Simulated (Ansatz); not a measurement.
# Cu: response to strain

Base system: Cu in the fcc (Cu type) structure (space group Fm-3m, No. 225; relaxed with 0.1 eV smearing).

```xyz
1
Lattice="0.0000 1.7884 1.7884 1.7884 0.0000 1.7884 1.7884 1.7884 0.0000" Properties=species:S:1:pos:R:3 pbc="T T T"
Cu     0.0000     0.0000     0.0000
```

Cartesian axes are those of the cell as printed.

Strains are applied to the cell and any free atomic positions relax.

Method: r2SCAN (Ansatz, a first-principles code; PAW; 500 eV plane waves; without spin-orbit coupling).

Notes on the quantities. pressure: mean of the normal stresses, compression positive; energy relative to the base: free energy F.

```json
[
 {"case": "base", "pressure": "0.0 GPa", "energy relative to the base": "0 meV/atom", "shortest interatomic distance": "2.529 Å"},
 {"case": "tensor shear ε_xy = +0.86 %", "pressure": "0.0 GPa", "energy relative to the base": "?", "shortest interatomic distance": "2.507 Å"},
 {"case": "tensor shear ε_xy = +0.29 %", "pressure": "0.0 GPa", "energy relative to the base": "+0.1 meV/atom", "shortest interatomic distance": "2.522 Å"},
 {"case": "tensor shear ε_xy = +1.43 %", "pressure": "0.1 GPa", "energy relative to the base": "+2.7 meV/atom", "shortest interatomic distance": "2.493 Å"},
 {"case": "tensor shear ε_xy = +2.00 %", "pressure": "0.3 GPa", "energy relative to the base": "+5.3 meV/atom", "shortest interatomic distance": "2.479 Å"},
 {"case": "tensor shear ε_xy = +0.57 %", "pressure": "0.0 GPa", "energy relative to the base": "+0.4 meV/atom", "shortest interatomic distance": "2.515 Å"},
 {"case": "tensor shear ε_xy = +1.71 %", "pressure": "0.2 GPa", "energy relative to the base": "+3.9 meV/atom", "shortest interatomic distance": "2.486 Å"},
 {"case": "tensor shear ε_xy = +1.14 %", "pressure": "0.1 GPa", "energy relative to the base": "+1.7 meV/atom", "shortest interatomic distance": "?"}
]
```

What belongs in the blanks?


- tensor shear ε_xy = +0.86 %, energy relative to the base: +1.0 meV/atom
- tensor shear ε_xy = +1.14 %, shortest interatomic distance: 2.500 Å

No phonon test of stability was made. The final runs are not spin-polarised.
